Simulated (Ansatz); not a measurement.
All values below come from PBE (plane waves to 420 eV, PAW; Ansatz, a quantum-chemistry and plane-wave program).

Plane-averaged electrostatic potential energy along the normal, in eV from the Fermi level, for a constructed model of the (0001) surface of hcp Mg, a pseudomorphic layer of Cu in the host's stacking (bottom of the slab: a bare face, its two planes held):

(z (Å), V (eV)): (3.79, 3.72); (4.08, 3.72); (4.37, 3.71); (4.67, 3.71); (4.96, 3.69); (5.25, 3.67); (5.54, 3.62); (5.83, 3.52); (6.12, 3.35); (6.42, 3.01); (6.71, 2.41); (7.00, 1.35); (7.29, -0.39); (7.58, -3.46); (7.87, -8.65); (8.17, -11.83); (8.46, -9.38); (8.75, -4.05); (9.04, -0.70); (9.33, 0.70); (9.62, 0.73); (9.92, -0.61); (10.21, -3.86); (10.50, -9.19); (10.79, -11.86); (11.08, -8.83); (11.37, -3.54); (11.67, -0.46); (11.96, 0.85); (12.25, 0.80); (12.54, -0.60); (12.83, -3.89); (13.12, -9.23); (13.42, -11.89); (13.71, -8.83); (14.00, -3.53); (14.29, -0.45); (14.58, 0.83); (14.87, 0.72); (15.17, -0.76); (15.46, -4.23); (15.75, -9.58); (16.04, -11.87); (16.33, -8.48); (16.62, -3.23); (16.92, -0.32); (17.21, 0.87); (17.50, 0.68); (17.79, -0.89); (18.08, -4.50); (18.37, -9.83); (18.67, -11.82); (18.96, -8.18); (19.25, -2.99); (19.54, -0.20); (19.83, 0.91); (20.12, 0.63); (20.42, -1.01); (20.71, -4.75); (21.00, -9.98); (21.29, -11.59); (21.58, -7.69); (21.87, -2.73); (22.17, -0.78); (22.46, -2.55); (22.75, -6.97); (23.04, -9.52); (23.33, -8.87); (23.62, -4.95); (23.92, 0.05); (24.21, 2.40); (24.50, 3.31); (24.79, 3.75); (25.08, 3.98); (25.37, 4.09); (25.67, 4.14); (25.96, 4.17); (26.25, 4.18); (26.54, 4.19); (26.83, 4.19); (27.12, 4.20); (27.42, 4.20)

Slab: 7 atoms, 15.1 Å thick at the start; k 13x13x1, smearing 0.1 eV, dipole-corrected; 2 atoms held, the rest relaxed; start symmetry kept, larger cells not searched; no spin, no spin-orbit, no U. It is one candidate, not shown to be the stable structure of the face.

Problem. The surface cell has an area of 8.86 Å². What dipole along the normal does the step between the two vacuum levels imply?

Solution. the top vacuum level lies 0.48 eV above the bottom one; p = −ε₀ A ΔV (ε₀ = 0.005526 e/(V·Å)) gives -0.02 e·Å a cell.
